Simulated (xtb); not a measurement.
xtb 6.7.1, GFN2-xTB: W(O)2(Cl)(Me) ([CH3][W](=[O])(=[O])[Cl]), 8 atoms. The geometry is a generated start, not checked to be a minimum at this level.

| Quantity | Value |
|---|---|
| run flags | --grad |
| method | GFN2-xTB |
| --acc | 1 (default) |
| --etemp (K) | 300 (default) |
| basis functions | 35 |
| valence electrons | 32 |

```xyz
8

W      0.7541    -0.7744    -0.1776
O      1.8099    -0.0781    -1.2806
O      1.3691    -1.1097     1.3484
Cl    -0.4651    -2.3654    -1.0108
C     -0.6589     0.8455     0.2216
H     -0.1890     1.7391     0.6648
H     -1.4535     0.5444     0.9289
H     -1.1665     1.1985    -0.6947
```

Charge 0 and multiplicity 1 are set for this test and not shown to be the ground state.

One run each on 1 thread. Values of broydamp tried: 0.02, 0.05, 0.1, 0.2, 0.4 (default), 0.6, 0.8, 1.

Task: Predict the course of the SCC iterations along this series.

Result: Fewest SCC iterations, within one of each other: 0.1 with 22, 0.2 with 23. The count rises to 38 at 1. All converge to one solution.

```json
[
 {"broydamp": "0.02", "SCC iterations": "32", "end": "same solution"},
 {"broydamp": "0.05", "SCC iterations": "27", "end": "same solution"},
 {"broydamp": "0.1", "SCC iterations": "22", "end": "same solution"},
 {"broydamp": "0.2", "SCC iterations": "23", "end": "same solution"},
 {"broydamp": "0.4 (default)", "SCC iterations": "25", "end": "same solution"},
 {"broydamp": "0.6", "SCC iterations": "29", "end": "same solution"},
 {"broydamp": "0.8", "SCC iterations": "35", "end": "same solution"},
 {"broydamp": "1", "SCC iterations": "38", "end": "same solution"}
]
```
